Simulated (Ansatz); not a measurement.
Consider CdS in the zinc blende structure (space group F-43m, No. 216; a = 5.9271 Å).

The values are results of Ansatz (a program for electronic structure), PBE, PAW, cutoff 420 eV, without spin-orbit coupling, earlier PAW set, not measurements.

Base values:

```
Item                                Value
----------------------------  -----------
Gap between the host's bands      1.04 eV
Gap character                 direct at Γ
```

The change: hole doping at 1.0×10^22 cm⁻³ (0.521 per cell), with a uniform compensating background at fixed cell and a 300 K Fermi–Dirac width.

### Question
Estimate the effect on the Fermi level from band edge.

### Answer
The Fermi level relative to the doped band's edge (positive inside the band; to 0.05 eV) amounts to +0.55 eV.

### Question
How does this affect the gap between the host's bands?

### Answer
The gap between the host's bands increases by 0.45 eV to 1.49 eV.

### Question
How does this affect the gap character?

### Answer
The gap character is still direct at Γ.

Carriers are added with a uniform compensating background; total energy and stress of such cells depend on the potential's zero and are not compared; many-body gap narrowing is missing at this level. Stability against distortions was not tested.
